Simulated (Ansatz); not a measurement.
TaNi$_{3}$ (I4/mmm), PBEsol, DFPT electron-phonon coupling, linearised Boltzmann equation (Ansatz, a program for electronic structure). Phonon-limited resistivity 8.54 μΩ·cm at 300 K along x (a = (0.00, 2.54, 3.70) Å; b = (2.54, 0.00, 3.70) Å; c = (2.54, 2.54, 0.00) Å), 11.7 μΩ·cm at 400 K, current-weighted mean free path 15.0 nm, Drude plasma energy 4.49 eV.

**Question.** What temperature coefficient of resistance follows, and how does it compare with 1/T?

**Answer.** (ρ₄₀₀ − ρ₃₀₀)/(100 K × ρ₃₀₀) = 3.70×10⁻³ K⁻¹, against 1/T = 3.33×10⁻³ K⁻¹ for a resistivity proportional to T. It lies higher because phonons are still being populated at 300 K; impurities would add a constant and lower it.

**Question.** Estimate the electronic thermal conductivity at 300 K by the Wiedemann-Franz law (L₀ = 2.44×10⁻⁸ W·Ω/K²).

**Answer.** L₀T/ρ = 2.44×10⁻⁸ × 300/(8.54×10⁻⁸) = 85.7 W/(m·K). Inelastic scattering puts the true Lorenz number somewhat under L₀ near and below the Debye temperature.

**Question.** What is the classical skin depth at 100 GHz (nonmagnetic, μ₀ = 1.257×10⁻⁶ H/m)?

**Answer.** δ = √(ρ/(π f μ₀)) = 465 nm.

A metal at this level (no band gap). Only scattering by harmonic phonons is included (no impurities, grain boundaries, electron-electron scattering or thermal expansion). Spin-orbit coupling is left out, which matters with elements this heavy. The run warned that the eigensolver left some states short of its tolerance. Halving the electron mesh (28x28x28) moves the resistivity by up to 3 % at 300 K, the mean free path by up to 2 %. Smearing 0.20 eV; phonons on a 4x4x4 q mesh, which this run doesn't test.

Formula and space group known from diffraction (Crystallography Open Database), not checked to be the room-temperature form: TaNi3 (I4/mmm). Treated as nonmagnetic (a ferromagnetic start lost its moment, other orders weren't tried): TaNi3 (I4/mmm).
